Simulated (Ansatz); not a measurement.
We consider Ta₂O₅ (within 0.1 Å of C2/m, No. 12, 7 atoms in the cell; start mp-1179062), described by r²SCAN0 in Ansatz (plane waves, PAW).

Run with plane-wave cutoff 520 eV, 6×6×6 k mesh, Fermi–Dirac smearing 0.01 eV, scalar-relativistic PAW data made under PBE.

Cell (relaxed with PBEsol):

```cif
data_O10Ta4
_chemical_formula_sum 'Ta4 O10'
_space_group_name_H-M_alt 'C2/m'
_space_group_IT_number 12
_space_group_name_Hall '-C 2y'
_cell_length_a 8.55828
_cell_length_b 6.70213
_cell_length_c 5.82004
_cell_angle_alpha 90.000
_cell_angle_beta 131.300
_cell_angle_gamma 90.000
loop_
_atom_site_label
_atom_site_type_symbol
_atom_site_symmetry_multiplicity
_atom_site_Wyckoff_symbol
_atom_site_fract_x
_atom_site_fract_y
_atom_site_fract_z
_atom_site_occupancy
Ta1 Ta 4 i 0.21906 0.00000 0.11943 1
O1 O 2 d 0.00000 0.50000 0.50000 1
O2 O 4 e 0.25000 0.25000 0.00000 1
O3 O 4 i 0.09032 0.00000 0.27871 1
```
(The calculation used a cell of 7 atoms; values per cell refer to that cell.)

**Question.** Predict the band gap, smallest direct gap on the k points sampled and direct gap at Γ.

**Answer.** 
- band gap = 5.83 eV (on the SCF k mesh)
- smallest direct gap on the k points sampled = 6.00 eV
- direct gap at Γ = 6.20 eV

Note: cell and atoms aren't relaxed at this level (largest force component 0.46 eV/Å, pressure -2.9 GPa).

Spin–orbit coupling is not included.

A start named mp-… is a Materials Project structure, which need not be a measured phase.

Ansatz is a program for electronic structure.
